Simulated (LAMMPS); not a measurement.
Surface tension of liquid ZnO over temperature.

Computed with classical MD, Buckingham potential of Lewis and Catlow, J. Phys. C 18, 1149 (1985), first set, used with rigid ions (no shells), PPPM sums, short-range terms cut at 10 Å, modified for these runs by an r^-4 repulsive force inside the short-range force's maximum (LAMMPS).

```tsv
T (K)	surface tension	excess energy
2250	0.7 ± 0.1 N/m	0.62 J/m²
2590	0.70 ± 0.08 N/m	0.56 J/m²
3040	0.65 ± 0.05 N/m	0.60 J/m²
```

Caution: the potential ionic pair potential lewis1985a is fitted to static crystal properties with a polarisable anion, which is rigid here.

Caution: at ambient pressure real ZnO sublimes or decomposes before or as it melts, so this liquid is the model's.

The ± values are statistical; the model's systematic error is not in them.
